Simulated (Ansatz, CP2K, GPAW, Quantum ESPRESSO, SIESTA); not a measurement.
One structure in several programs: ZnGe3 (Pm-3m, 4 atoms in the cell)

Self-consistent single point, at a second geometry (lattice scaled by 0.98). First geometry:

```yaml
crystal:
  lattice:
    - [4.22236, 0.00000, 0.00000]
    - [0.00000, 4.22236, 0.00000]
    - [0.00000, 0.00000, 4.22236]
  atoms:
    - { symbol: Zn, position: [0.00000, 0.00000, 0.00000] }
    - { symbol: Ge, position: [0.00000, 0.50000, 0.50000] }
    - { symbol: Ge, position: [0.50000, 0.00000, 0.50000] }
    - { symbol: Ge, position: [0.50000, 0.50000, 0.00000] }
```

Shared settings, as Ansatz (a program for electronic structure) writes them: kpoints.mp_grid.grid = 10 10 10; scf.occupations.method = gaussian; scf.occupations.width = 0.136 eV. Potentials and cutoffs stand in the table.

```json
[
 {"code": "Quantum ESPRESSO", "model": "PBEsol, PSlibrary ultrasoft (PBE) pseudopotentials", "ΔF from the first geometry (meV/atom)": "-15.4", "pressure (GPa)": "-0.56", "cutoff": "50 Ry"},
 {"code": "CP2K", "model": "PBEsol, GPW, DZVP-MOLOPT-SR-GTH basis, GTH-PBE potentials (GTH_POTENTIALS)", "ΔF from the first geometry (meV/atom)": "7.5", "pressure (GPa)": "3.38", "cutoff": "grid 600 Ry"},
 {"code": "Ansatz", "model": "PBEsol, PAW files made with PBE", "ΔF from the first geometry (meV/atom)": "-16.0", "pressure (GPa)": "-0.26", "cutoff": "420 eV"},
 {"code": "SIESTA", "model": "GGA PBEsol, numerical atomic orbitals DZP, PseudoDojo PBEsol standard norm-conserving potentials (rewritten from UPF to PSML)", "ΔF from the first geometry (meV/atom)": "5.5", "pressure (GPa)": "3.30", "cutoff": "grid 350 Ry"},
 {"code": "GPAW", "model": "PBEsol, GPAW PAW datasets PBEsol (made by gpaw-setup)", "ΔF from the first geometry (meV/atom)": "-17.7", "pressure (GPa)": "-0.45", "cutoff": "800 eV"}
]
```

For Quantum ESPRESSO (by 0.4 GPa) the energy change implies a higher mean pressure, against the two pressures, than for the other programs: a sign of finite-basis (Pulay) stress.

The spread over the programs that give each value: ΔF from the first geometry within 25.2 meV/atom; pressure within 3.94 GPa.

CP2K and SIESTA use small atom-centred bases, whose incompleteness enters pressures, forces and empty levels differently from a plane-wave cutoff. Ansatz's pressure is given at a fixed set of plane waves, as the other plane-wave codes print theirs; with its correction for the finite basis it is -0.21 GPa. In the pressure, CP2K (by 3.83) and SIESTA (by 3.75) lie more than 1 GPa from the median of the plane-wave programs.

The starting cell comes from a database of computed structures (which also holds hypothetical and non-ambient phases and stackings), without a prior relaxation at this level. For this run, on top of that: lattice scaled by 0.98.

Left out of this page: Elk and FLEUR (not drawn, or without a comparable value).

Keys are those of Ansatz 0.2.
